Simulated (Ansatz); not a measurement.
ZnS: pressure series

Consider ZnS (space group R3m, No. 160; a = 3.785 Å, c = 37.176 Å (hexagonal axes)).

Cell and atoms are relaxed at each pressure.

Levels (all Ansatz, a quantum-chemistry and plane-wave program, PAW): PBEsol (420 eV, no SOC); HSE06 (420 eV, no spin-orbit coupling).

Band gaps by level, all at the geometries relaxed with PBEsol:

| case | PBEsol | HSE06 |
|---|---|---|
| base | 2.12 eV | 3.49 eV |
| pressure 0.3 GPa | 2.13 eV | 3.51 eV |
| pressure 0.7 GPa | 2.16 eV | 3.54 eV |
| pressure 1.5 GPa | 2.20 eV | 3.58 eV |

Single points use the geometry relaxed with PBEsol. Load acts through the strain it causes; cell and atoms are relaxed under it. Stability against distortions was not tested. This is not the structure that ZnS has at room temperature and ambient pressure.
